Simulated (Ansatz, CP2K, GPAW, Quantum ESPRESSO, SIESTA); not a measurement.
**Code comparison for NiTe2 (P-3m1, 3 atoms in the cell)**

Self-consistent single point.

```
NiTe2
1.0
    3.92233     0.00000     0.00000
   -1.96116     3.39683     0.00000
    0.00000     0.00000     5.43799
Ni Te
1 2
Cartesian
  0.00000   0.00000   0.00000
  0.00000   2.26456   1.31556
  1.96117   1.13228   4.12243
```

Shared settings, as Ansatz (a first-principles code) writes them: kpoints.mp_grid.grid = 10 10 7; scf.occupations.method = fermi_dirac; scf.occupations.width = 0.1 eV. Potentials and cutoffs stand in the table.

```tsv
code	model	pressure (GPa)	largest force (eV/Å)	cutoff
Quantum ESPRESSO	LDA (PZ), PSlibrary PAW (LDA) pseudopotentials	-7.66	0.416	50 Ry
Ansatz	LDA (PW92), PAW files made with PBE	-7.74	0.458	420 eV
CP2K	LDA (Pade form), GPW, DZVP-MOLOPT-SR-GTH basis, GTH-PADE potentials (GTH_POTENTIALS)	-5.95	0.281	grid 600 Ry
SIESTA	LDA PW92, numerical atomic orbitals DZP, PseudoDojo LDA standard norm-conserving potentials (rewritten from UPF to PSML)	-9.16	0.142	grid 300 Ry
GPAW	LDA (Perdew-Wang 92), GPAW PAW datasets LDA (gpaw-data 1.0.1)	-8.15	0.513	800 eV
```

On Ansatz's run: spin-orbit coupling is off. Spin polarisation is off, so a magnetic state, if there is one, cannot be reached.

The spread over the programs that give each value: pressure within 3.21 GPa; largest force within 0.371 eV/Å.

CP2K and SIESTA use small atom-centred bases, whose incompleteness enters pressures, forces and empty levels differently from a plane-wave cutoff. Ansatz's pressure is given at a fixed set of plane waves, as the other plane-wave codes print theirs; with its correction for the finite basis it is -7.68 GPa. The same LDA comes in different parametrisations, which differ slightly. In the pressure, CP2K (by 1.78) and SIESTA (by 1.42) lie more than 1 GPa from the median of the plane-wave programs. In the force vectors, CP2K (by 0.177) and SIESTA (by 0.316) lie more than 0.08 eV/Å from the median of the plane-wave programs.

The starting cell comes from a database of computed structures (which also holds hypothetical and non-ambient phases and stackings), without a prior relaxation at this level. Its lattice was rescaled by a random factor within 2.5 % of one.

Keys are those of Ansatz 0.2.
